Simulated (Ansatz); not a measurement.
Structures of equal composition on the (100) surface of rock-salt TiC: Ta on all Ti sites of the second plane; Ta on all Ti sites of the top plane. The slabs share one bottom face, and each structure is named by its start. These are constructed structures in small cells; real faces may alloy, dewet or reconstruct in larger ones, and not all known structures of the face are among them. Slabs of about 10 Å, Fermi-Dirac smearing of 0.1 eV. Bottom of the slabs: a bare face, its two planes held. Relaxed from the named starts with such symmetry as they have, on meshes of like density; energies extrapolated to zero smearing; spin only where a row says so; no spin-orbit coupling, no U. Brackets mark spin-polarised runs, whose order is one that fits the cell.

Computed with r2SCAN, at the PBE geometry (plane waves to 500 eV, PAW; Ansatz, a program for electronic structure).

Task: Rank these by energy per 1x1 cell (lowest first), as r2SCAN, at the PBE geometry gives it.

Result: Ta on all Ti sites of the top plane (0.000 eV), Ta on all Ti sites of the second plane (0.202 eV)
